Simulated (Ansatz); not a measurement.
Base system: BaS in the zinc blende structure (space group F-43m, No. 216; a = 7.036 Å; a hypothetical phase, not in the database extracts checked).

(Cell as relaxed with PBE.)

Levels (all Ansatz, a first-principles code, PAW): PBE (420 eV, no spin-orbit coupling); r2SCAN (500 eV, no spin-orbit coupling).

Each level relaxes its own structure.

```json
[
 {"base": "volume per atom", "PBE": "43.53 Å³", "r2SCAN": "43.58 Å³"},
 {"base": "lattice parameter a", "PBE": "13.295 bohr", "r2SCAN": "13.300 bohr"},
 {"base": "band gap", "PBE": "2.75 eV", "r2SCAN": "3.07 eV"}
]
```

The change: every lattice vector is stretched by 0.81 %; the atoms relax in the strained cell.

| quantity | PBE | r2SCAN |
|---|---|---|
| electron mass | 0.39 mₑ (at Γ) | (withheld) |
| band gap | 2.71 eV | (withheld) |
| smallest direct gap | 3.35 eV | (withheld) |

Predict the r2SCAN column.


- electron mass, r2SCAN: 0.40 mₑ (at Γ)
- band gap, r2SCAN: 3.03 eV
- smallest direct gap, r2SCAN: 3.67 eV

PBE's band gap lies 0.32 eV below r2SCAN's; PBE's smallest direct gap lies 0.32 eV below r2SCAN's. Neither level is exact; r2SCAN is the comparison here, not a measurement.

Masses are band curvatures over ±0.01 Å⁻¹ around the edge. No phonon test of stability was made.
